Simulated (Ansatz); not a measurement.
Abridged Ansatz (a first-principles code) output:

```
Relaxation: its limit of steps is 50 (relax.max_steps)
Pseudopotential: Hf, paw, valence charge 26
Pseudopotential: B, paw, valence charge 3
Crystal: 3 atoms, lattice volume = 29.343 Å³
Basis set: ecut = 420 eV, 563 PW (Γ), exchange–correlation on 48×48×48 points (8 copies of the dense FFT grid, shifted against one another)
Bands: 20, of which v1, the nominal top of the filled ones, is band 16 counted from 1 (15 counted from 0)
Symmetry: 24 space group operations
k-points: 432 of 7497
Functional: x = pbesol(κ = 0.804, μ = 0.12345679012345678), c = pbesol(β = 0.046)
SCF iter   1: F=—  HF=-15906.613705 eV  |F-HF|=—  |Δ(HF+E_count)|=         —  Δρ=5.75e-3  dr2=1.68e-2  ethr=1.77e-3  ⟨swp⟩=4.0  Hψ=33574  notcnv=0
SCF iter   2: F=—  HF=-15906.609889 eV  |F-HF|=—  |Δ(HF+E_count)|=   3.82e-3  Δρ=3.28e-3  dr2=5.83e-3  ethr=5.24e-5  ⟨swp⟩=1.2  Hψ=12192  notcnv=0
SCF 1 converged in 7 iterations: F = -15906.608126 eV  dr2 = 2.11e-11
relax step   1: F+E_penalty+E_count = -15906.60812565 eV  Δ(F+E_penalty+E_count) = +0.000e0 eV  max|allowed force component| = 9.252e-17 eV/Å  Δτ_max = 0.0000 Å  (7 SCF iters, accepted)
SCF converged after 7 iterations
Free energy (F): -15906.608126 eV
Internal energy: -15906.599459 eV  (E = F + TS)
E sigma→0 (E₀):  -15906.603792 eV
Entropy (-TS):   -0.008667 eV (-2.889 meV/atom)
Fermi energy:    20.685977 eV
--- Forces (eV/Å), atoms counted from 1 ---
  atom   1  Hf    -0.00000000    -0.00000000     0.00000000
  atom   2  B      0.00000000    -0.00000000     0.00000000
  atom   3  B     -0.00000000     0.00000000     0.00000000
--- Stress (GPa, compression-positive) ---
       -0.635305       0.000000       0.000000
        0.000000      -0.635305       0.000000
        0.000000       0.000000      -2.310788
  P = ⅓ Tr σ = -1.1938 GPa (-11.938 kbar)
--- Relaxed structure (1 steps of the walk, 1 accepted, 0 SCFs on fresh bases) ---
  atoms:
    - { symbol: Hf, position: [0.0, 0.0, 0.0] }
    - { symbol: B, position: [0.6666666666666666, 0.33333333333333326, 0.49999999999999994] }
    - { symbol: B, position: [0.3333333333333333, 0.6666666666666666, 0.49999999999999994] }
```

**Question.** What was computed, and what are the main results?

**Answer.** HfB2, 3 atoms in the cell, with PBEsol, PAW, 420 eV (Ansatz; no spin-orbit coupling). The last SCF converged to F = -15906.608126 eV, or -5302.2027 eV per atom, at a pressure of -1.19 GPa. The total energy compares only with runs of the same code, potentials and settings.

The cells carry an imposed strain or load. Whether these cells are dynamically stable was not tested. The final runs are not spin-polarised. The cell was made from HfB2 (space group P6/mmm, No. 191) by this change: uniaxial strain ε_zz = +0.50 %.

Keys are those of Ansatz 0.2.
